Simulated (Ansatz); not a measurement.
## TiS2 (P-3m1, No. 164, 3 atoms in the cell; start COD 1537865): properties by level of theory

| level (code) | lattice parameter a (Å) | lattice parameter c (Å) | cohesive energy (eV/atom) |
|---|---|---|---|
| LDA (Ansatz) | 3.315 | ___ | 6.13 |
| PBE (Ansatz) | ___ | 6.558 | 5.10 |
| PBEsol (Ansatz) | ___ | ___ | 5.55 |
| PBE-D3(BJ) (Ansatz) | 3.361 | 5.523 | ___ |

Task: Complete the blanks.

Result: 
- LDA (Ansatz, a first-principles code), lattice parameter c (Å): 5.446
- PBE (Ansatz), lattice parameter a (Å): 3.415
- PBEsol (Ansatz), lattice parameter a (Å): 3.351
- PBEsol (Ansatz), lattice parameter c (Å): 5.637
- PBE-D3(BJ) (Ansatz), cohesive energy (eV/atom): 5.48

Caveats: the relaxation could not lower the start's symmetry, so the cell can be a saddle point above a distorted one (LDA, PBE, PBEsol, PBE-D3(BJ)). Ansatz's density-functional and Hartree–Fock values are scalar-relativistic unless marked +SOC, with PAW data made under PBE.

Free atoms are spin-polarised, in the lowest state found; at levels without +SOC their spin–orbit coupling is left out.

The computed numbers hold no vibrational or temperature effects.
